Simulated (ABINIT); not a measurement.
ABINIT is run on MgAlH5 (C222_1, 14 atoms in the cell), and the run fails. The aim is a self-consistent single point with DFT, PBEsol, plane waves, norm-conserving pseudopotentials (PseudoDojo nc-sr-04 PBEsol standard).

Cell that was meant: a = 6.8853 Å, b = 6.8853 Å, c = 4.2732 Å, α = 90.00°, β = 90.00°, γ = 141.78°.

Part of the input:

```
natom 14
ntypat 3
znucl 12 13 1
typat 1 1 2 2 3 3 3 3 3 3 3 3 3
xcart
         4.2591970205   -4.4078348314    2.0187896946
         4.2591970205    4.4078348314    6.0563690839
```

Output (repeated stretches shortened):

```
 Netcdf library supports MPI-IO
-instrng: 41 lines of input have been read from file run.abi

 For atom type 1, psp file is ./Mg.upf
 For atom type 2, psp file is ./Al.upf
 For atom type 3, psp file is ./H.upf

 inpspheads: deduce mpsang = 3, n1xccc = 2501.

=======================================================
 invars1m : enter jdtset= 0

--- !WARNING
src_file: m_parser.F90
src_line: 353
message: |
    Attempted to read ndig: 5 integer digits
    from string(1:ndig)= `XCART` to initialize an integer variable
    iomsg: Bad integer for item 1 in list input
...

--- !ERROR
src_file: m_parser.F90
src_line: 2071
mpi_rank: 0
message: |
    An error occurred reading data for keyword ` TYPAT`,
    looking for 14 elements.
    There is a problem with the input string:
     XCART 4.2591970205 -4.4078348314 2.0187896946 4.2591970205 4.4078348314 6.0563690839 4.2591970205 10.0588925183 6.0563690839 4.2591970205 -10.0588925183 2.0187896946 2.6332059660 2.2644065024 0.2390246998 5.8851880751 -2.2644065024 4.2766040891 [...]
    Maybe a disagreement between the declared dimension of the array,
    and the number of items provided.
    Action: correct your input file and especially the keyword:  TYPAT
...

 abinit_abort: decision taken to exit. Check above messages for more info
Abort(13) on node 0 (rank 0 in comm 0): application called MPI_Abort(MPI_COMM_WORLD, 13) - process 0

--- !ERROR
src_file: m_parser.F90
src_line: 2071
mpi_rank: 0
message: |
    An error occurred reading data for keyword ` TYPAT`,
    looking for 14 elements.
    There is a problem with the input string:
     XCART 4.2591970205 -4.4078348314 2.0187896946 4.2591970205 4.4078348314 6.0563690839 4.2591970205 10.0588925183 6.0563690839 4.2591970205 -10.0588925183 2.0187896946 2.6332059660 2.2644065024 0.2390246998 5.8851880751 -2.2644065024 4.2766040891 [...]
    Maybe a disagreement between the declared dimension of the array,
    and the number of items provided.
    Action: correct your input file and especially the keyword:  TYPAT
...
```

Q: From the messages shown, name the fault and mend the input.

A: The fault is a list of atom types shorter than the atom count. Every atom needs a type. To fix it, complete the list. The program stopped before any SCF iteration.

The sound input it was made from differs as follows (other fixes are possible):
```diff
-typat 1 1 2 2 3 3 3 3 3 3 3 3 3
+typat 1 1 2 2 3 3 3 3 3 3 3 3 3 3
```

With that input, the run converged in 11 iterations: free energy E − TS -3511.36 eV; top of the valence band (on the code's own zero) 1.11 eV; gap on the k-point mesh 3.61 eV; pressure -0.58 GPa; largest force (vector length) 0.052 eV/Å (DFT, PBEsol, plane waves, norm-conserving pseudopotentials (PseudoDojo nc-sr-04 PBEsol standard)).

On the sound input: the starting cell comes from a database of computed structures (which also holds hypothetical and non-ambient phases and stackings), without a prior relaxation at this level. The shifted mesh does not hold Γ, so a gap read on it misses any band edge there.
